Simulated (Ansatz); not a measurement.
Base system: CsBH4 (space group F-43m, No. 216; a = 7.225 Å; a cell from a computed database, its experimental status unchecked).

Now apply this change: a hydrostatic pressure of 0.7 GPa.

Levels (all Ansatz, a first-principles code, PAW): PBEsol (420 eV, scalar-relativistic without spin-orbit coupling); HSE06 (420 eV, scalar-relativistic without spin-orbit coupling).

The geometry is relaxed with PBEsol.

- PBEsol lowest conduction level above the VBM at special points = X 5.37 eV; U 6.11 eV; K 6.11 eV; Γ 6.17 eV

With HSE06 at the same geometry, the lowest conduction level above the VBM at special points changes from X 5.37 eV; U 6.11 eV; K 6.11 eV; Γ 6.17 eV to X 6.75 eV; U 7.51 eV; K 7.51 eV; Γ 7.65 eV.

Single points use the geometry relaxed with PBEsol. HSE06 gaps are upper bounds (no full band path). The levels and masses belong to the bands next to the band gap. Load acts through the strain it causes; cell and atoms are relaxed under it. No phonon test of stability was made.
